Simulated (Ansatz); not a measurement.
Base system: TiC in the rock salt structure (space group Fm-3m, No. 225; a = 4.261 Å; relaxed with 0.1 eV smearing). Axes: x, y, z lie along the cube axes.

Level of theory: LDA, PAW, 420 eV (Ansatz, an electronic-structure program; without spin-orbit coupling).

Base values:

```
Item        Value
--------  -------
Pressure  0.0 GPa
```

It is then changed as follows: the cell is compressed by 1.50 % along z with no lateral relaxation, atoms relaxed at fixed cell.

Task: Estimate the effect on the pressure and energy relative to the base.

Result: The pressure (mean of the normal stresses, compression positive) goes from zero to 4.5 GPa; the energy grows by 4.2 meV/atom.

The cells carry an imposed strain or load. Whether these cells are dynamically stable was not tested. All final runs are without spin polarisation.
